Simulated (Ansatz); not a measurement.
TiAl (space group P4/mmm, No. 123)

TiAl is modelled in the tetragonal space group P4/mmm (No. 123), Pearson symbol tP2. Cell: a = b = 2.7973 Å, c = 4.0323 Å, α = β = γ = 90.00°. Ti on 1a has 4 Ti at 2.797 Å and 8 Al at 2.824 Å (cuboctahedral). Al on 1d is coordinated by 4 Al at 2.797 Å and 8 Ti at 2.824 Å (cuboctahedral). (Neighbours: up to the widest gap in distance over summed covalent radii, below 1.35, at either atom.)

Level of theory: PBEsol (Ansatz, a first-principles code; PAW; 420 eV plane waves; no SOC). Γ-centred 17×17×12 mesh, Fermi–Dirac width 0.05 eV.

| Quantity | Result |
|---|---|
| Volume per atom | 15.78 Å³ |
| Density | 3.94 g/cm³ |
| Band gap | zero |
| Total energy | -1499.633 eV/atom (σ→0; compares only within this code and set-up) |

No phonon test of stability was made. All final runs are without spin polarisation.
